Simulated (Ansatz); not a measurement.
Output of an Ansatz run (abridged):

```
WARN ansatz: RAYON_NUM_THREADS=1 ignored (pool sized by the plan → 1); use --threads N
Pseudopotentials: kind: paw
Pseudopotential: Ba, paw, valence charge 10
Pseudopotential: Ti, paw, valence charge 12
Pseudopotential: O, paw, valence charge 6
Crystal: 5 atoms, lattice volume = 66.562 Å³
Basis set: ecut = 420.4159175005146 eV, 1341 PW (Γ)
Bands: 25, of which v1, the nominal top of the filled ones, is band 20 counted from 1 (19 counted from 0)
Symmetry: 4 space group operations
Space group: Amm2 (ITA 38), of the structure as read, at distance tolerance 4.1e-5 Å
k-points: 52 of 216 (time reversal used)
PAW frozen core: Ba, regenerated for the run's functional, and the local potential with it
PAW frozen core: Ti, regenerated for the run's functional, and the local potential with it
PAW frozen core: O, regenerated for the run's functional, and the local potential with it
Initial density: superposition of atomic densities (neutral atoms: chi_scale 0, normalization atom), corrected by the library's trained network
Initial wavefunctions: pseudopotential atomic-orbital guess
Eigensolver: davidson
Functional: x = slater, c = lda
SCF iter   1: F=—  HF=-9904.366793 eV  |F-HF|=—  |Δ(HF+E_count)|=         —  Δρ=1.92e-2  dr2=2.43e-1  ethr=1.77e-3  ⟨swp⟩=4.5  Hψ=5510  notcnv=0  defer=110
all-band conjugate gradients solve this SCF's bands
preconditioner: auto → Resta (q_TF=auto, 2.506 Å⁻¹)
SCF iter   2: F=—  HF=-9904.333955 eV  |F-HF|=—  |Δ(HF+E_count)|=   3.28e-2  Δρ=1.18e-2  dr2=8.21e-2  ethr=6.07e-4  ⟨swp⟩=2.1  Hψ=2348  notcnv=0  defer=106
SCF iter   3: F=—  HF=-9904.319360 eV  |F-HF|=—  |Δ(HF+E_count)|=   1.46e-2  Δρ=2.87e-3  dr2=3.93e-3  ethr=2.05e-4  ⟨swp⟩=2.4  Hψ=1893  notcnv=0  defer=115
SCF iter   4: F=—  HF=-9904.318381 eV  |F-HF|=—  |Δ(HF+E_count)|=   9.79e-4  Δρ=8.05e-4  dr2=2.95e-4  ethr=9.83e-6  ⟨swp⟩=2.3  Hψ=2366  notcnv=0  defer=152
SCF iter   5: F=—  HF=-9904.318347 eV  |F-HF|=—  |Δ(HF+E_count)|=   3.38e-5  Δρ=3.73e-4  dr2=8.11e-5  ethr=7.38e-7  ⟨swp⟩=2.0  Hψ=1971  notcnv=0  defer=156
SCF iter   6: F=—  HF=-9904.318332 eV  |F-HF|=—  |Δ(HF+E_count)|=   1.54e-5  Δρ=9.41e-5  dr2=5.83e-6  ethr=2.03e-7  ⟨swp⟩=2.1  Hψ=1926  notcnv=0  defer=53
SCF iter   7: F=—  HF=-9904.318332 eV  |F-HF|=—  |Δ(HF+E_count)|=   7.72e-7  Δρ=6.84e-5  dr2=3.49e-6  ethr=1.46e-8  ⟨swp⟩=2.0  Hψ=2164  notcnv=0  defer=58
SCF iter   8: F=—  HF=-9904.318332 eV  |F-HF|=—  |Δ(HF+E_count)|=   5.48e-7  Δρ=2.55e-5  dr2=4.53e-7  ethr=8.71e-9  ⟨swp⟩=2.0  Hψ=1308  notcnv=0  defer=53
SCF iter   9: F=-9904.318332 eV  HF=-9904.318332 eV  |F-HF|=6.14e-9  |Δ(HF+E_count)|=   8.20e-8  Δρ=3.47e-6  dr2=7.72e-9  ethr=2.50e-10  ⟨swp⟩=11.0  Hψ=7562  notcnv=0
SCF 1 converged in 9 iterations: F = -9904.318332 eV  dr2 = 7.72e-9
SCF converged after 9 iterations
Free energy (F): -9904.318332 eV
Harris-Foulkes:  -9904.318332 eV  (|F-HF|=6.14e-9)
Internal energy: -9904.318332 eV  (E = F + TS)
E sigma→0 (E₀):  -9904.318332 eV
Fermi energy:    9.397910 eV
--- Per-component energies (eV) ---
  E_band       = -170.632195
  E_kinetic    = 962.323461
  E_local      = -2167.091742  (includes V_loc(G=0)·N_el)
  E_nonlocal   = 216.103586
  E_hartree    = 837.132394
  E_xc         = -483.845844
  E_vxc        = -540.801518  (∫ρ·V_xc dr)
  E_paw        = -6494.509245  (= ΣΔE_a)
  E_vpaw       = -315.436500  (= ΣTr[D̂ρ^β])
  E_aug_tail   = 0.007466  (compensation charges beyond the density's cutoff)
  E_ewald      = -2775.337639
  E_core_change = 0.899230  (= ΣΔE_core)
  E_smearing   = -0.000000  (= −TS)
  E_closure    = -0.000000  (closes the sum)
  Σ components = -9904.318332   (vs F -9904.318332, Δ=0.00e0)
--- Forces (eV/Å), atoms counted from 1 ---
  atom   1  Ba     0.00000000     0.00000000    -0.13654949
  atom   2  Ti    -0.00000000     0.00000000     0.58671382
  atom   3  O     -0.00000000    -0.20490020    -0.22107041
  atom   4  O     -0.00000000     0.20490020    -0.22107041
  atom   5  O     -0.00000000     0.00000000    -0.00804273
  max |Σ_I F_I| component: 1.92e-5 eV/Å
--- Stress (GPa, compression-positive) ---
      -11.482264       0.000000       0.000000
        0.000000     -11.443487      -0.000000
        0.000000      -0.000000     -10.964285
  P = ⅓ Tr σ = -11.2967 GPa (-112.967 kbar)
  The stress holds the Pulay correction. Without it, at fixed plane waves, as pw.x and ABINIT print it: P = -12.0140 GPa
--- Band table (eV; the first three rows and the last of 52) ---
  k-point 0: bands = ["-46.4093", "-22.9879", "-22.9848", "-22.9358", "-15.2989", "-7.0641", "-6.3912", "-6.3387", "-0.4495", "-0.4439", "-0.4165", "7.1015", "7.1299", "7.1625", "8.0084", "8.0791", "8.2850", "8.8929", "8.9231", "9.0028", "11.4843", [...]
  k-point 1: bands = ["-46.4091", "-22.9971", "-22.9857", "-22.9354", "-15.2753", "-7.0782", "-6.3778", "-6.3300", "-0.4144", "-0.3809", "-0.3436", "6.6985", "7.0509", "7.0950", "7.7480", "7.8718", "8.1119", "8.5325", "8.7769", "8.9188", "11.5852", [...]
  k-point 2: bands = ["-46.4088", "-23.0177", "-22.9850", "-22.9345", "-15.2272", "-7.1775", "-6.3301", "-6.2455", "-0.3473", "-0.3074", "-0.1420", "5.9188", "6.8590", "6.8866", "7.4058", "7.6107", "7.7557", "7.9391", "8.5771", "8.7323", "11.6443", [...]
  k-point 51: bands = ["-46.4071", "-23.0241", "-23.0208", "-22.9820", "-15.0724", "-6.2244", "-6.2068", "-6.1130", "-1.1490", "-1.0851", "-1.0604", "5.0463", "5.7854", "5.8014", "6.9811", "7.0180", "7.0388", "9.2293", "9.3642", "9.3979", "13.5200", [...]
```

The structure:

```xyz
5
Lattice="4.0032 0.0000 0.0000 0.0000 2.8769 2.8897 0.0000 -2.8769 2.8897" Properties=species:S:1:pos:R:3 pbc="T T T"
Ba     0.0000     0.0000     0.0697
Ti     2.0016     0.0000     2.9966
O      2.0016     1.4013     4.2472
O      2.0016    -1.4013     4.2472
O      0.0000     0.0000     2.8215
```

Task: What input produced this log?

Result: Other spellings and defaults could give the same log, and not every line can be read from it. The input that was run (DFT, LDA (PW92), plane waves, default PAW files made with PBE):

Ansatz 0.2 input:
```yaml
# BaTiO3
crystal:
  lattice:
    - [4.003247, 0.000000, 0.000000]
    - [0.000000, 2.876908, 2.889717]
    - [0.000000, -2.876908, 2.889717]
  atoms:
    - { symbol: Ba, position: [0.000000, 0.012061, 0.012061] }
    - { symbol: Ti, position: [0.500000, 0.518500, 0.518500] }
    - { symbol: O, position: [0.500000, 0.978430, 0.491350] }
    - { symbol: O, position: [0.500000, 0.491350, 0.978430] }
    - { symbol: O, position: [0.000000, 0.488200, 0.488200] }
basis:
  ecutwfc: 30.9 Ry
kpoints:
  mp_grid: { grid: [6, 6, 6] }
hamiltonian:
  xc: lda
  pseudopotentials: { kind: paw }
scf:
  occupations: { method: fixed }
output:
  forces: true
  eigenvalues: true
  stress: true
```

The starting cell comes from a database of computed structures (which also holds hypothetical and non-ambient phases and stackings), without a prior relaxation at this level. Its lattice was rescaled by up to half a per cent. One atom was moved a little off its site on purpose. With a pressure of about -11 GPa the cell is away from its equilibrium volume at this level. Ansatz's pressure includes its estimate of the finite-basis (Pulay) stress. Without the estimate this run gives -12.01 GPa.

Ansatz is a first-principles code.
